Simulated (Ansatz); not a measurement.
## Defect calculation: Zr on the Ti site in rock-salt TiC

All values below come from PBE, PAW (plane waves to 420 eV; Ansatz, a program for electronic structure). Set-up: 64-site cell; 4×4×4 shifted k-points; start: the Ti site; no Hubbard U; not converged in cell size; the relaxation kept the symmetry of the starting site.

Neighbours after relaxation, in Å: of the Zr atom: C 2.23, C 2.23, C 2.23, C 2.23, C 2.23, C 2.23.

Formation energies E_f are those of the neutral cell. Chemical conditions: C-rich (Δμ(Ti) = -1.66 eV, Δμ(Zr) = -1.72 eV, bounded by ZrC (Fm-3m); only phases computed here count, gases as isolated molecules at 0 K); Ti-rich (Δμ(Ti) = -0.33 eV, Δμ(Zr) = -0.38 eV, bounded by Ti2C (Fd-3m), ZrC (Fm-3m); only phases computed here count, gases as isolated molecules at 0 K). Reference phases: Ti: hcp Ti, Zr: hcp Zr.

```tsv
charge	moment (μB)	point group	largest move off a lattice site (Å)	E_f, C-rich (eV)	E_f, Ti-rich (eV)
0	not spin-polarised	Oh	0.06	0.67	0.67
```

Point groups are those of the whole cell at tolerances of 0.03 and 0.1 Å ("near" where only the looser one holds); none is given for unsettled states.

All states together cost around 2.6 core-minutes (rough).
